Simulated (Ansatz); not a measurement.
System: Pt-vacancy pair (Pt on one host W site, one W site vacant) in bcc W (neutral cell). The step: the Pt atom itself jumps into the vacancy (Pt-vacancy distance between ideal sites 2.76 Å throughout); the atom moves 2.36 Å along (0.43, 0.43, 0.43) of the unit cell; the moving atom starts with neighbours 2 W at 2.73, W at 2.76, 3 W at 2.83, W at 2.93, 3 W at 3.03, 2 W at 3.29, W at 3.34 Å and ends with 2 W at 2.73, W at 2.76, 3 W at 2.83, W at 2.93, 3 W at 3.03, 2 W at 3.29, W at 3.34 Å. DFT values are from Ansatz (plane-wave PAW, 420 eV unless said) in a cell of 36 host sites, spin-restricted, static, with no finite-size correction. Forms of the defect that were not tried may lie lower. For the PBE band: the saddle point's order was not checked, and it lies on a symmetry element of the cell, where a band can be held.

```json
[
 {"Level": "CHGNet universal potential (has no charge state), its own band", "Forward barrier (eV)": "0.68", "Cost of the band or of the saddle's single point": "-"},
 {"Level": "PBE, a 2×2×3 k-point mesh shifted by half a step, band relaxed", "Forward barrier (eV)": "0.81", "Cost of the band or of the saddle's single point": "around 60 core-minutes (rough)"},
 {"Level": "PBE, a 3×3×5 k-point mesh shifted by half a step, same geometries", "Forward barrier (eV)": "0.86", "Cost of the band or of the saddle's single point": "about 8 core-minutes (a rough figure)"},
 {"Level": "r2SCAN at 500 eV, a 2×2×3 k-point mesh shifted by half a step, same geometries", "Forward barrier (eV)": "0.97", "Cost of the band or of the saddle's single point": "about 5 core-minutes (a rough figure)"}
]
```

Ansatz is a first-principles code.
